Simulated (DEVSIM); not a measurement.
Structure: Cr/Al2O3/p-InP capacitor, at 300 K.

```csv
layer (left to right),material,thickness (nm),Na (cm⁻³)
1,Al2O3,4.60,-
2,InP,5700,1.2e16
```

Metal gate on the left, work function 4.5 eV. Fixed charge at the semiconductor interface 0 cm⁻² (in units of +e); interface traps 3.6e10 cm⁻² eV⁻¹, uniform in energy, neutral level at 0.3 of the gap above the valence band.

Constants are typed, rounded textbook-type inputs, not results; the design itself was drawn at random and stands for no fabricated device. Values at 300 K.

| parameter | Al2O3 | InP |
|---|---|---|
| gap (eV) | 6.8 | 1.344 |
| affinity (eV) | 1.35 | 4.38 |
| permittivity | 9 | 12.5 |
| Nc (cm⁻³) | - | 5.7e17 |
| Nv (cm⁻³) | - | 1.1e19 |

DEVSIM, 1D Poisson equation in equilibrium, Boltzmann statistics, complete ionisation; no quantum confinement or tunnelling. Metal contacts follow the ideal Schottky-Mott rule: no Fermi-level pinning, no interface dipoles.

The gate work function was swept, all else fixed.

| gate work function (eV) | flat-band voltage (V) | threshold voltage (band bending 2φF) (V) |
|---|---|---|
| 4.2 | -1.35 | -0.24 |
| 4.35 | -1.20 | -0.09 |
| 4.5 | -1.05 | 0.06 |
| 4.65 | -0.90 | 0.21 |
| 4.8 | -0.75 | 0.36 |

From the first row to the last the flat-band voltage goes from -1.35 to -0.75. From the first row to the last the threshold voltage (band bending 2φF) goes from -0.24 to 0.36.
